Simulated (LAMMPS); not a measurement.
LAMMPS 22 Jul 2025, classical MD, Buckingham with full ionic charges: MgO, 2744 atoms.

| Property | Value |
|---|---|
| task | MD, nve |
| potential | Buckingham with full ionic charges |
| copies of the repeat unit | 7×7×7 |
| shape (slab and sphere leave vacuum in the box) | bulk |
| steps | 200 |
| timestep | 1 fs |
| neighbor skin | 2 Å |
| neigh_modify | every 1 delay 0 check yes |
| thermo | 50 |
| kspace_style | pppm |
| pair cutoff | 12 Å |
| newton | on (default) |
| atom_modify sort (bins of 2 Å where set) | 1000 (default) |
| comm_style | brick (default) |
| box | 29.5 × 29.5 × 29.5 Å |
| start | generated rock salt lattice, warmed in an untimed run |

All runs start from one configuration, warmed at this fixed volume for 1000 steps under a thermostat at 900 K. The reference run has a mean temperature of 891 K and a mean pressure of 3.2 GPa.

The reference run has kspace_accuracy = 1e-08, kspace_modify order 7; it is not itself proven converged. Each setting ran once; only counts and results are compared.

Settings tried, all else as in the reference:
- kspace_accuracy = 0.01, kspace_modify order 5 diff ik (default)
- kspace_accuracy = 0.1, kspace_modify order 5 diff ik (default)
- kspace_accuracy = 1e-05, kspace_modify order 5 diff ik (default)
- kspace_accuracy = 0.0001, kspace_modify order 5 diff ik (default)
- kspace_accuracy = 1e-06, kspace_modify order 5 diff ik (default)
- kspace_accuracy = 0.001, kspace_modify order 5 diff ik (default)

Problem. Which of these stay within 1.0 meV/atom in energy, 10 meV/Å in forces on 48 atoms (largest component) of the reference run?

Solution. Within it: kspace_accuracy = 1e-06, kspace_modify order 5 diff ik (default); kspace_accuracy = 1e-05, kspace_modify order 5 diff ik (default); kspace_accuracy = 0.0001, kspace_modify order 5 diff ik (default). At the edge (between 0.75 and 1.33 times the tolerance): kspace_accuracy = 0.001, kspace_modify order 5 diff ik (default). Outside: kspace_accuracy = 0.01, kspace_modify order 5 diff ik (default); kspace_accuracy = 0.1, kspace_modify order 5 diff ik (default).

```csv
setting,k-space grid,energy against the reference,difference in forces on 48 atoms (largest component)
the reference,72×72×72,—,—
"kspace_accuracy = 1e-06, kspace_modify order 5 diff ik (default)",60×60×60,+0.0032 meV/atom,0.011 meV/Å
"kspace_accuracy = 1e-05, kspace_modify order 5 diff ik (default)",36×36×36,+0.025 meV/atom,0.090 meV/Å
"kspace_accuracy = 0.0001, kspace_modify order 5 diff ik (default)",24×24×24,+0.13 meV/atom,0.54 meV/Å
"kspace_accuracy = 0.001, kspace_modify order 5 diff ik (default)",15×15×15,+0.92 meV/atom,4.2 meV/Å
"kspace_accuracy = 0.01, kspace_modify order 5 diff ik (default)",8×8×8,+9.1 meV/atom,51 meV/Å
"kspace_accuracy = 0.1, kspace_modify order 5 diff ik (default)",4×4×4,+21 meV/atom,500 meV/Å
```

Total energies are compared; such shifts often cancel in part in energy differences. Energies and forces are those of the first step; by LAMMPS's own estimate the reference reaches a relative force accuracy of 7e-07. The tolerance is a choice made for this comparison.
